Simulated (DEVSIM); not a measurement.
System: Pt/HfO2/SiO2/p-Si capacitor, at 400 K.

| layer (left to right) | material | thickness (nm) | Na (cm⁻³) |
|---|---|---|---|
| 1 | HfO2 | 27.0 | - |
| 2 | SiO2 | 0.510 | - |
| 3 | Si | 14000 | 1.6e15 |

Metal gate on the left, work function 5.6 eV. Fixed charge at the semiconductor interface -1.1e11 cm⁻² (in units of +e); interface traps 1e10 cm⁻² eV⁻¹, uniform in energy, neutral level at 0.5 of the gap above the valence band.

This is a model device: material constants are rounded textbook-type values typed into the input, and sizes, dopings and lifetimes were drawn at random. Values at 300 K; Nc and Nv go as T^1.5, mobilities as T to minus their exponent, the gap by Varshni's rule with the affinity fixed.

| parameter | HfO2 | SiO2 | Si |
|---|---|---|---|
| gap (eV) | 5.7 | 9 | 1.124 |
| affinity (eV) | 2.5 | 0.9 | 4.05 |
| permittivity | 22 | 3.9 | 11.7 |
| Nc (cm⁻³) | - | - | 2.86e19 |
| Nv (cm⁻³) | - | - | 3.1e19 |
| Varshni α (eV/K) | - | - | 0.000473 |
| Varshni β (K) | - | - | 636 |

DEVSIM, 1D Poisson equation in equilibrium, Boltzmann statistics, complete ionisation; no quantum confinement or tunnelling. Metal contacts follow the ideal Schottky-Mott rule: no Fermi-level pinning, no interface dipoles.

Task: Give the band bending (positive: bands bend down) and minority sheet density.

Result: 
```json
[
 {"Vg (V)": "-0.6", "ψs (V)": "-0.352", "minority carriers (cm⁻²)": "< 1e8"},
 {"Vg (V)": "-0.3", "ψs (V)": "-0.331", "minority carriers (cm⁻²)": "< 1e8"},
 {"Vg (V)": "0", "ψs (V)": "-0.303", "minority carriers (cm⁻²)": "< 1e8"},
 {"Vg (V)": "0.3", "ψs (V)": "-0.258", "minority carriers (cm⁻²)": "< 1e8"},
 {"Vg (V)": "0.6", "ψs (V)": "-0.165", "minority carriers (cm⁻²)": "< 1e8"},
 {"Vg (V)": "0.9", "ψs (V)": "0.058", "minority carriers (cm⁻²)": "< 1e8"},
 {"Vg (V)": "1.2", "ψs (V)": "0.344", "minority carriers (cm⁻²)": "1.3e9"},
 {"Vg (V)": "1.5", "ψs (V)": "0.570", "minority carriers (cm⁻²)": "2.8e11"},
 {"Vg (V)": "1.8", "ψs (V)": "0.654", "minority carriers (cm⁻²)": "1.2e12"},
 {"Vg (V)": "2.1", "ψs (V)": "0.696", "minority carriers (cm⁻²)": "2.2e12"},
 {"Vg (V)": "2.4", "ψs (V)": "0.723", "minority carriers (cm⁻²)": "3.3e12"}
]
```
